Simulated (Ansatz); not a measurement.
Consider the following.

```xyz
3
Lattice="3.2031 0.0000 0.0000 -1.6016 2.7740 0.0000 0.0000 0.0000 3.5772" Properties=species:S:1:pos:R:3 pbc="T T T"
Zr     0.0000     0.0000     0.0000
B      1.6016     0.9247     1.7886
B      0.0000     1.8493     1.7886
```

No spin polarisation.

Calculations: PBE (Ansatz, a program for electronic structure; PAW; 420 eV plane waves; spin-orbit coupling left out). Γ-centred 21×21×16 mesh, Fermi–Dirac width 0.1 eV.

Task: Predict the band gap, space group and pressure.

Result: The band gap is zero. The space group is P6/mmm (No. 191) and the pressure (mean of the normal stresses, compression positive) is -6.7 GPa.

The cells carry an imposed strain or load. No phonon test of stability was made. All final runs are without spin polarisation. The cell was made from ZrB₂ (space group P6/mmm, No. 191) by this change: isotropic strain +1.00 %.
